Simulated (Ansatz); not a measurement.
**CuGaSe2: energy against strain**

CuGaSe2 (chalcopyrite, I-42d, 21.475 Å³/atom and stress up to 0.01 GPa in the relaxed cell, c along z) under an equal strain ε in the (001) plane with the normal axis free, as in a coherent film. PBEsol in Ansatz, a plane-wave DFT program (PAW, default set), 420 eV, 8×8×8 Γ-centred mesh, Fermi-Dirac smearing 0.05 eV; ions are relaxed, or left where forces stay under 0.02 eV/Å, within the symmetry of each cell.

Here s stands for strain and y for E less E0.

```csv
strain (%),E less E0 (meV/atom)
-3.00,?
-1.50,2.62
-0.75,0.64
0.00,0.00
0.75,0.64
1.50,2.51
```

Fit y of the 5 rows that show it with a parabola. Least squares gives y = -0.001 - 0.0293·s + 1.1403·s². Residuals (row less fit): 0.011, -0.022, 0.001, 0.022, -0.011; standard error 0.025 (degrees of freedom: 2). The quadratic coefficient over the volume, 1.1403 meV × 10⁴ × 0.1602 / 21.475 Å³, is the biaxial elastic modulus of this plane = 85.1 ± 0.9 GPa (± standard error of the fit, which holds the terms cut off).

### Question
Estimate the missing y (s = -3.00); what did the run itself give?

### Answer
y = -0.001 - 0.0293 × (-3.00) + 1.1403 × (-3.00)² = 10.350 meV/atom. The calculation gives 10.86 meV/atom, 0.510 meV/atom above the prediction (4.7 % of the range of y in the table). The row lies outside the fitted rows, so this is an extrapolation. From the scatter of the fitted rows alone, a prediction at this place has a standard error of 0.101 meV/atom, so the miss is 5.0 times that.

A polynomial of degree 3 through the 8 other runs of the series gives 10.86 there, so most of the miss is curvature that the fit leaves out. This level leaves no gap over 0.05 eV at strain 1.50 %. Rows are the converged runs of the series near zero and its far end; series whose fitted rows scatter by over a few per cent of the range, as at a crossing or softening among them, aren't shown in this form, nor equations of state whose B0' disagrees with the runs' pressures. Most that stay on the fit to the last digits aren't either.
